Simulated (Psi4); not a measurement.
Psi4 1.11, PBE0/def2-svpd: Si(Br)(Me)3 (C[Si](C)(C)Br), 14 atoms. The geometry is a generated start, not checked to be a minimum at this level.

```yaml
task: gradient
method: pbe0
basis: def2-svpd
memory: 7 GB
scf_type: df (default)
guess: auto, which took SAD (default)
diis_max_vecs: 10 (default)
scf_initial_accelerator: adiis (default)
e_convergence: 1e-08 (default)
d_convergence: 1e-08 (default)
basis functions (reference run): 197
grid points (reference run): 2537847
```

```xyz
14

C     -0.7368     1.6301    -0.3556
Si     0.1506     0.0974     0.3282
C      1.5978    -0.4446    -0.7744
C     -1.0573    -1.3202     0.6918
Br     1.0445     0.7029     2.3100
H     -1.2109     1.4141    -1.3080
H     -1.5084     1.9781     0.3264
H     -0.0437     2.4526    -0.5108
H      2.1483    -1.2686    -0.3291
H      1.2433    -0.7706    -1.7483
H      2.2994     0.3696    -0.9333
H     -1.5049    -1.6958    -0.2234
H     -1.8621    -0.9918     1.3437
H     -0.5596    -2.1532     1.1828
```

Yardstick: the run with dft_radial_points = 200, dft_spherical_points = 974, dft_pruning_scheme = none (default), which is not proven converged either. One run each, on a shared machine, so no times are given.

Settings tried, all else as in the reference:
- dft_radial_points = 50, dft_spherical_points = 194
- dft_radial_points = 99, dft_spherical_points = 590, dft_pruning_scheme = treutler
- dft_radial_points = 25, dft_spherical_points = 50
- dft_radial_points = 75 (default), dft_spherical_points = 302 (default)
- dft_radial_points = 75 (default), dft_spherical_points = 302 (default), dft_pruning_scheme = treutler
- dft_radial_points = 75 (default), dft_spherical_points = 434
- dft_radial_points = 75 (default), dft_spherical_points = 302 (default), dft_pruning_scheme = robust
- dft_radial_points = 99, dft_spherical_points = 590
- dft_radial_points = 35, dft_spherical_points = 110
- dft_radial_points = 150, dft_spherical_points = 770

Problem. Which settings reproduce the reference to 0.10 meV/atom in energy, 1.0 meV/Å in forces (largest component)?

Solution. Within it: dft_radial_points = 99, dft_spherical_points = 590; dft_radial_points = 150, dft_spherical_points = 770; dft_radial_points = 75 (default), dft_spherical_points = 434. At the edge (between 0.75 and 1.33 times the tolerance): dft_radial_points = 75 (default), dft_spherical_points = 302 (default), dft_pruning_scheme = robust; dft_radial_points = 75 (default), dft_spherical_points = 302 (default). Outside: dft_radial_points = 75 (default), dft_spherical_points = 302 (default), dft_pruning_scheme = treutler; dft_radial_points = 99, dft_spherical_points = 590, dft_pruning_scheme = treutler; dft_radial_points = 50, dft_spherical_points = 194; dft_radial_points = 35, dft_spherical_points = 110; dft_radial_points = 25, dft_spherical_points = 50.

```csv
setting,grid points,energy against the reference,difference in forces (largest component)
the reference,2537847,—,—
"dft_radial_points = 99, dft_spherical_points = 590",768289,+0.0020 meV/atom,0.13 meV/Å
"dft_radial_points = 150, dft_spherical_points = 770",1514726,under 0.001 meV/atom,0.21 meV/Å
"dft_radial_points = 75 (default), dft_spherical_points = 434",430397,+0.037 meV/atom,0.32 meV/Å
"dft_radial_points = 75 (default), dft_spherical_points = 302 (default), dft_pruning_scheme = robust",205358,+0.035 meV/atom,0.78 meV/Å
"dft_radial_points = 75 (default), dft_spherical_points = 302 (default)",299796,+0.035 meV/atom,0.78 meV/Å
"dft_radial_points = 75 (default), dft_spherical_points = 302 (default), dft_pruning_scheme = treutler",164702,+0.081 meV/atom,3.2 meV/Å
"dft_radial_points = 99, dft_spherical_points = 590, dft_pruning_scheme = treutler",399985,+0.053 meV/atom,3.7 meV/Å
"dft_radial_points = 50, dft_spherical_points = 194",130322,−0.81 meV/atom,13 meV/Å
"dft_radial_points = 35, dft_spherical_points = 110",51956,−48 meV/atom,64 meV/Å
"dft_radial_points = 25, dft_spherical_points = 50",16883,+150 meV/atom,490 meV/Å
```

Total energies are compared; such shifts often cancel in part in energy differences. The gradients leave out the derivatives of the grid weights. Also tried and not ranked: dft_radial_points = 99, dft_spherical_points = 590, dft_pruning_scheme = robust (same energy as a listed run). The tolerance is a choice made for this comparison.
